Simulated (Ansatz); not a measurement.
Start from LaN (space group P4/nmm, No. 129; a model cell, its experimental status unchecked).

```yaml
crystal:
  lattice:
    - [3.70522, 0.00000, 0.00000]
    - [0.00000, 3.70522, 0.00000]
    - [0.00000, 0.00000, 5.27211]
  atoms:
    - { symbol: La, position: [0.00000, 0.50000, 0.25362] }
    - { symbol: La, position: [0.50000, 0.00000, 0.74638] }
    - { symbol: N, position: [0.00000, 0.50000, 0.73493] }
    - { symbol: N, position: [0.50000, 0.00000, 0.26507] }
```

All numbers come from PBEsol (Ansatz, an electronic-structure program; PAW; 420 eV plane waves; no spin-orbit coupling).

Base values:

The shortest interatomic distance is 2.538 Å and the density comes out as 7.02 g/cm³.

One thing is altered: cell and atoms relaxed at a pressure of 1.5 GPa.

Q: Predict the new shortest interatomic distance and density.

A: The shortest interatomic distance decreases by 0.008 Å to 2.530 Å; the density grows by 0.08 g/cm³ to 7.10 g/cm³.

Load acts through the strain it causes; cell and atoms are relaxed under it. Whether these cells are dynamically stable was not tested. The base started in Pnma and relaxed to P4/nmm at this level. The final runs are not spin-polarised.
